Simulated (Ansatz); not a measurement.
Worked sum: formation energy of the neutral Cu_i in SiO2 (quartz, P3₂21)

This concerns the formation energy of the neutral Cu_i in SiO2 (quartz, P3₂21). Reaction: 24 SiO2 (quartz) + Cu (fcc) → cell A.

A: a supercell of 72 sites of SiO2 (quartz, P3₂21) with Cu off the lattice sites (2 O at 2.11–2.14 Å and 2 Si at 2.55–2.59 Å); an odd number of electrons; spin state with PBE: net moment 1.0 μB a cell.

Method: Ansatz (a program for electronic structure), PAW, neutral cells at 0 K with nuclei at rest, on structures from PBE. Ansatz runs with its default PAW set. Other levels take these structures. The lattices are those relaxed with PBE, so at other levels the solids can be strained, which adds to the spread. Larger cells are relaxed on a coarser mesh till forces fall under 0.03 eV/Å, which some starts already meet. A dispersion term (D3(BJ), or D4 for r2SCAN) was computed beside these levels and is taken off wherever the name lacks it. The PAW files were made for PBE and serve at the other functionals too. Space groups of crystals are read within 0.01 Å. No Hubbard U is applied. No search over spin orders was made beyond those shown. Mesh and cell size may move defect energies by 0.1 eV or more. The value holds for the reservoirs listed; other chemical potentials shift it.

Total energies of the cells in eV, at zero smearing width. They compare only within one column; the weights balance every element.

| cell | atoms | weight | r2SCAN | r2SCAN+D4 |
|---|---|---|---|---|
| A: SiO2:Cu_i | 73 | +1 | -49348.44879 | -49353.55942 |
| SiO2 (quartz) | 72 | −1 | -42721.76068 | -42726.66295 |
| Cu (fcc) | 1 | −1 | -6631.22729 | -6631.41888 |

r2SCAN: (-49348.44879) − (-42721.76068) − (-6631.22729) = 4.539 eV.

r2SCAN+D4: (-49353.55942) − (-42726.66295) − (-6631.41888) = 4.522 eV.

What follows from the r2SCAN value: With the reservoirs of the reaction as written, and without entropy terms or charged states, the share of sites that hold the defect in equilibrium is exp(−4.54 eV/k_BT) = 1.3×10^-23 at 1000 K.
